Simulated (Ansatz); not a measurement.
**Effect of Rb → Y on Rb**

Consider Rb in the bcc (W type) structure (space group Im-3m, No. 229; a = 5.748 Å).

Now apply this change: Y takes the place of Rb on all its sites; the structure is relaxed again.

Method: r2SCAN (Ansatz, an electronic-structure program; PAW; 500 eV plane waves; spin-orbit coupling left out). Settings: 16×16×16 k-points, 0.05 eV Fermi–Dirac smearing, for the changed cell.

```json
{
  "volume_per_atom": "33.63 Å³ (base 94.98 Å³)",
  "lattice_parameter_a": "4.067 Å (base 5.748 Å)",
  "space_group": "Im-3m (No. 229) (base Im-3m (No. 229))",
  "band_gap": "zero (base zero)"
}
```

Stability against distortions was not tested. As relaxed here, Y is a hypothetical phase, not in the database extracts checked. All final runs are without spin polarisation. Y has a high density of states at the Fermi level and may be magnetic at this level.
